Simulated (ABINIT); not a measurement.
Worked example: self-consistent single point of Al (Fm-3m, 1 atom in the cell) in ABINIT.

Method of the run: PBEsol, norm-conserving pseudopotentials (PseudoDojo nc-fr-04 PBEsol standard) (plane waves; ABINIT).

```
Al
1.0
    0.00000     2.03107     2.03107
    2.03107     0.00000     2.03107
    2.03107     2.03107     0.00000
Al
1
Cartesian
  0.00000   0.00000   0.00000
```

Reference input (self-consistent single point, DFT, PBEsol, plane waves, norm-conserving pseudopotentials (PseudoDojo nc-sr-04 PBEsol standard)): pseudos = [Al.upf]; ecut = 544 eV; ixc = -116133; occopt = 7; tsmear = 0.1 eV; ngkpt = 12 12 12; nshiftk = 1; shiftk = 0 0 0; potentials = PseudoDojo nc-sr-04 PBEsol standard; nband = 7; kptopt = 1; nstep = 100. This run's input differs from it in these lines:

```diff
@@ -1,2 +1,2 @@
-# Al, PseudoDojo nc-sr-04 PBEsol standard
+# Al, PseudoDojo nc-fr-04 PBEsol standard
 pp_dirpath "./"
```

Its files differ too (potentials: PseudoDojo nc-sr-04 PBEsol standard → PseudoDojo nc-fr-04 PBEsol standard).

Output (repeated stretches shortened):

```
--- !BeginCycle
solver: {iscf: 7, nstep: 100, nline: 4, wfoptalg: 0, }
tolerances: {tolvrs: 1.00E-10, }
...

     iter   Etot(hartree)      deltaE(h)  residm     vres2
 ETOT  1  -2.3188394417009    -2.319E+00 5.214E-02 9.737E-01
 ETOT  2  -2.3201872131370    -1.348E-03 1.723E-02 4.249E-02
 ETOT  3  -2.3201920877544    -4.875E-06 4.670E-03 1.446E-04
 ETOT  4  -2.3201921115838    -2.383E-08 1.182E-03 4.614E-07
 ETOT  5  -2.3201921116455    -6.161E-11 5.057E-04 4.575E-09
 ETOT  6  -2.3201921116462    -7.687E-13 2.340E-04 1.025E-11
 At SCF step    6       vres2   =  1.03E-11 < tolvrs=  1.00E-10 =>converged.

 Cartesian components of stress tensor (hartree/bohr^3)
  sigma(1 1)=  8.94583650E-05  sigma(3 2)=  0.00000000E+00
  sigma(2 2)=  8.94583650E-05  sigma(3 1)=  0.00000000E+00
  sigma(3 3)=  8.94583650E-05  sigma(2 1)=  0.00000000E+00

 ----iterations are completed or convergence reached----

 reduced coordinates (array xred) for    1 atoms
       0.000000000000      0.000000000000      0.000000000000
 cartesian forces (eV/Angstrom) at end:
    1     -0.00000000000000    -0.00000000000000    -0.00000000000000
 frms,max,avg= 0.0000000E+00 0.0000000E+00   0.000E+00  0.000E+00  0.000E+00 e/A
 length scales=  1.000000000000  1.000000000000  1.000000000000 bohr
              =  0.529177208590  0.529177208590  0.529177208590 angstroms
   [... lines left out ...]
 Fermi (or HOMO) energy (hartree) =   0.27252   Average Vxc (hartree)=  -0.36292
 Fermi (or HOMO) energy (eV) =   7.41559   Average Vxc (eV)=  -9.87557
   [... lines left out ...]
total_energy        : -2.32019211164623E+00
total_energy_eV     : -6.31356381789494E+01
band_energy         :  3.48888851928537E-01
...

-Cartesian components of stress tensor (GPa)         [Pressure= -2.6320E+00 GPa]
- sigma(1 1)=  2.63195552E+00  sigma(3 2)=  0.00000000E+00
- sigma(2 2)=  2.63195552E+00  sigma(3 1)=  0.00000000E+00
- sigma(3 3)=  2.63195552E+00  sigma(2 1)=  0.00000000E+00

 Calculation completed.
```

The run converged in 6 iterations. Against the reference run the pressure moves little (-2.65 to -2.63 GPa).

The starting cell has typed, rounded lattice constants, without a prior relaxation at this level. Its lattice was rescaled by up to half a per cent.
